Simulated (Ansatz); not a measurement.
Consider MgS in the rock salt structure (space group Fm-3m, No. 225; a = 5.1820 Å). Axes: x, y, z lie along the cube axes.

Computed with PBEsol (Ansatz, an electronic-structure program), scalar-relativistic without spin-orbit coupling.

Base values:

The band gap comes out as 2.73 eV and the valence-band top at Γ comes out as 0.00, 0.00, 0.00 eV. The smallest direct gap is 3.69 eV.

Perturbation: uniaxial strain ε_zz = −1.00 %, all other strain components held at zero, atoms relaxed at fixed cell.

Problem. How does this affect the band gap, stress, valence-band top at Γ and smallest direct gap?

Solution. The band gap falls by 0.03 eV (2.73 eV → 2.70 eV); the stress (xx, yy, zz, yz, xz, xy; compression positive) comes out as (0.42, 0.42, 1.62, 0.00, 0.00, 0.00) GPa; the valence-band top at Γ (three highest levels, from the VBM) goes from 0.00, 0.00, 0.00 eV to 0.00, 0.00, -0.04 eV; the smallest direct gap increases by 0.06 eV, from 3.69 eV to 3.75 eV.

Whether these cells are dynamically stable was not tested.
